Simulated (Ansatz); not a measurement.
Start from ZnS (space group P4_2/mnm, No. 136; a = 6.518 Å, c = 3.808 Å; a hypothetical phase, not in the database extracts checked). Axes: x, y, z lie along a, b, c of the conventional cell.

Modification: tensile biaxial strain of 1.19 % in the plane normal to [001], as in epitaxy on a mismatched substrate; the out-of-plane cell vector and the atoms relax.

Levels (all Ansatz, a quantum-chemistry and plane-wave program, PAW): PBEsol (420 eV, no spin-orbit coupling); r2SCAN (500 eV, no SOC).

The geometry is relaxed with PBEsol.

| Property | Result |
|---|---|
| PBEsol width of the top valence band | 1.59 eV |
| PBEsol lowest conduction level above the VBM at special points | Γ 2.14 eV; A 3.00 eV; X 3.54 eV; R 3.72 eV |
| PBEsol pressure | -0.83 GPa |

Task: Predict the width of the top valence band, lowest conduction level above the VBM at special points and pressure from r2SCAN.

Result: The width of the top valence band rises by 0.025 eV, from 1.59 eV to 1.61 eV; the lowest conduction level above the VBM at special points becomes Γ 2.82 eV; A 3.55 eV; X 4.15 eV; R 4.22 eV (PBEsol: Γ 2.14 eV; A 3.00 eV; X 3.54 eV; R 3.72 eV); the pressure increases by 1.271 GPa (-0.83 GPa → 0.45 GPa).

Single points use the geometry relaxed with PBEsol. Their cutoffs differ, which shifts pressures a little. The levels and masses belong to the bands next to the band gap. Stability against distortions was not tested.
